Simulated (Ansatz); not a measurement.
An Ansatz (an electronic-structure program) input (Ansatz PBEsol, no SOC):

Ansatz 0.2 input:
```yaml
crystal:
  lattice:
    - [4.2156654027, 0, 0]
    - [0, 5.9618511869, 0]
    - [0, 2.9809255935, 2.919190448]
  atoms:
    - { symbol: Ba, position: [0, 0, 0] }
    - { symbol: Hf, position: [0.5, 0.5, 0] }
    - { symbol: O, position: [0.5, 0.5, 0.5] }
    - { symbol: O, position: [0, 0.5, 0] }
    - { symbol: O, position: [0.5, 0, 0.5] }
basis: { ecutwfc: 420, ecutrho_ratio: 4, xc_grid: 2, fft_grid_basis: typed }
kpoints: { mp_grid: { grid: [8, 8, 8] } }
hamiltonian:
  xc: pbesol
  dispersion: none
  pseudopotentials: { kind: paw }
scf: { occupations: { method: fermi_dirac, width: 0.05 } }
relax: { f_tol: 0.005, max_steps: 50, cell: { stress_tol: 0.01, fix: [a, b, gamma] } }
output: { forces: true, stress: true }
checkpoint: { write: state.ck, write_every: 1000 }
```

Q: Which symmetry and how many k-points will the program report, and about how many plane waves at Γ?

A: Space group Cmmm (ITA 65) with 8 operations, k-points 105 of 512, and 1399 plane waves at Γ.

Q: And the final pressure?

A: -2.97 GPa (compression positive).

The cells carry an imposed strain or load. Whether these cells are dynamically stable was not tested. The cell was made from BaHfO3 in the cubic perovskite structure (space group Pm-3m, No. 221) by this change: biaxial strain +1.40 %, plane normal [110], relaxed out of plane.
